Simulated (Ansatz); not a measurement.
The parent structure is Ba₂LaNbO₆ (space group C2/m, No. 12).

```
Ba2LaNbO6
1.0
    5.21566    -3.02001     0.00000
    5.21566     3.02001     0.00000
   -3.51968     0.00000     5.02099
Ba La Nb O
2 1 1 6
Direct
  0.75256   0.75256   0.76132
  0.24744   0.24744   0.23868
  0.00000   0.00000   0.50000
  0.50000   0.50000   0.00000
  0.27353   0.27353   0.69563
  0.72647   0.72647   0.30437
  0.77638   0.31134   0.81867
  0.22362   0.68866   0.18133
  0.68866   0.22362   0.18133
  0.31134   0.77638   0.81867
```

Cartesian axes are those of the cell as printed.

All numbers come from PBEsol/PAW in Ansatz (a first-principles code), spin-orbit coupling left out.

Base values:

| Quantity | Result |
|---|---|
| Band gap | 3.13 eV |
| Pressure | -0.01 GPa |
| Gap character | indirect, A → Y₂ |

Perturbation: uniaxial strain ε_zz = −5.10 %, all other strain components held at zero; the atoms relax in the strained cell.

How does this affect the band gap?

The band gap rises by 0.06 eV to 3.19 eV.

Predict the new pressure.

The pressure (mean of the normal stresses, compression positive) increases by 8.265 GPa (-0.01 GPa → 8.26 GPa).

Estimate the effect on the gap character.

The gap character changes from indirect, A → Y₂ to indirect, D → Y₂.

Stability against distortions was not tested.
